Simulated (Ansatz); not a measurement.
Start from GaAs in the zinc blende structure (space group F-43m, No. 216; a = 5.746 Å). Axes: x, y, z lie along the cube axes.

All numbers come from PBE, PAW, 420 eV (Ansatz, a quantum-chemistry and plane-wave program; scalar-relativistic without spin-orbit coupling), earlier PAW set.

Perturbation: an isotropic linear strain of −0.91 %; the atoms relax in the strained cell.

Question: Predict the stress tensor and what it implies for the stiffness.

Answer: Stress of the strained cell less that of the base (GPa, compression positive):
```
   1.77    0.00    0.00
   0.00    1.77    0.00
   0.00    0.00    1.77
```

Then B = −ΔP/(ΔV/V₀) with ΔV/V₀ = -0.0271 gives secant stiffness values (nonlinear terms included at this strain): B ≈ 65 GPa.

No phonon test of stability was made.
